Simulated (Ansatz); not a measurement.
Ansatz (a quantum-chemistry and plane-wave program), DFT, PBE, plane waves, its default PAW files: bcc W, 1 atom. Basis and mesh were picked for this test and aren't claimed converged.

```
Quantity                                                          Value
-----------------------------  ----------------------------------------
cell                           2.74, 2.74, 2.74 Å; 109.5, 109.5, 109.5°
task                                                            phonons
k mesh                                                         12×12×12
hamiltonian.xc                                                      pbe
kind of files                                                       paw
scf.occupations.method                                      fermi_dirac
scf.occupations.width                                            0.1 eV
phonons.method                                                     dfpt
phonons.qmesh                                                     2×2×2
memory maximum (--max-ram)                                       200GiB
accuracy                                               medium (default)
basis.precision                                          auto (default)
basis.xc_grid                                               2 (default)
scf.eigensolver.kind                                     auto (default)
scf.mixing.algorithm                                     auto (default)
scf.mixing.preconditioner                                auto (default)
scf.convergence.dr2_threshold                           1e-11 (default)
scf.lower_state_search                                  light (default)
k-points after symmetry                                              72
bands at the start                                                   11
electrons                                                            14
plane waves at Γ                                                    321
cutoff (eV)                                                         420
FFT grid                                                       20×20×20
symmetry operations                                                  48
```

Hardware: Arm Neoverse V2, 96 cores on 1 socket, no SMT, 1 L3 cache group; 94 cores' worth of CPU time may be used.

Each time is the median wall time of two to five repeats, run one at a time on the otherwise empty machine; start-up is included. Unless noted, each process is bound to its own block of adjacent cores. The times hold for this build (release build for Arm (Neoverse V2), one process with threads). Scratch files lie in a memory file system.

```tsv
cores	layout	wall time	speed-up over 4	efficiency	core-seconds
4	4 threads	3.9 s	1.0×	100 %	16
8	8 threads	2.4 s	1.6×	80 %	19
16	16 threads	1.7 s	2.3×	56 %	28
32	32 threads	1.5 s	2.6×	33 %	48
64	64 threads	1.5 s	2.6×	16 %	95
88	88 threads	1.5 s	2.6×	12 %	130
```

Efficiency, counted from 4 cores, stays above one half up to 16 cores and is 33 % at 32. The time no longer falls beyond 32 cores (1.5 s; the least measured is 1.5 s on 88, level within 8 % or the scatter of repeats). The share that grows most is that of start and exit outside the program's clock: from 4.8 % of the time on 4 cores to 18 % on 88. The largest part on 88 cores, responses and set-up outside the phases, takes 3.4 s on 4 and 1.1 s there.

Keys are those of Ansatz 0.2.
